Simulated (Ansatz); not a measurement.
Base system: HfC in the rock salt structure (space group Fm-3m, No. 225; a = 4.607 Å).

Computed with PBEsol/PAW in Ansatz (a program for electronic structure), spin-orbit coupling left out.

One change was made to it. Results:

```
quantity                base    after
-------------------  -------  -------
lattice parameter a  4.607 Å  4.489 Å
band gap                zero     zero
```

Question: Name the change that was made.
A. pressure −1 GPa
B. pressure 22.5 GPa
C. pressure 4.5 GPa

Answer: B, pressure 22.5 GPa. For comparison, the lattice parameter a in the other runs: pressure 4.5 GPa gives 4.580 Å; pressure −1 GPa gives 4.613 Å.

Load acts through the strain it causes; cell and atoms are relaxed under it. No phonon test of stability was made. No other phases were tried under pressure. All final runs are without spin polarisation.
